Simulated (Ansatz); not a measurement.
Functionals compared on a constructed model of the (0001) surface of hcp Ru, a pseudomorphic layer of Au in the host's stacking (bottom of the slab: a bare face, its two planes held), in Ansatz (plane waves, PAW). The structure was relaxed with PBE; the other rows are single points on it. Cutoff 420 eV (500 eV for r2SCAN).

Model: 7-atom slab, 13.2 Å thick at the start with caps and adatoms (thin: gaps and levels are the slab's own), 16x16x1 mesh, Fermi-Dirac 0.1 eV, dipole correction, 2 atoms held, the rest relaxed; held to the start's symmetry, so lower structures may exist; no spin, no spin-orbit, no U. In PBE it is, or lies within 0.01 eV a 1x1 cell of, the lowest of the 2 structures of its composition computed so far; subsurface sites and larger cells were not tried. These notes are the PBE run's.

```
functional  work function of the top face (eV)  rough cost of the single point
----------  ----------------------------------  ------------------------------
PBE                                       5.04                               –
RPBE                                         ?    very roughly 27 core-seconds
r2SCAN                                    5.04         roughly 50 core-seconds
```

Problem. Complete the blanks.

Solution. 
- RPBE, work function of the top face (eV): 4.87

Ansatz is an electronic-structure program.
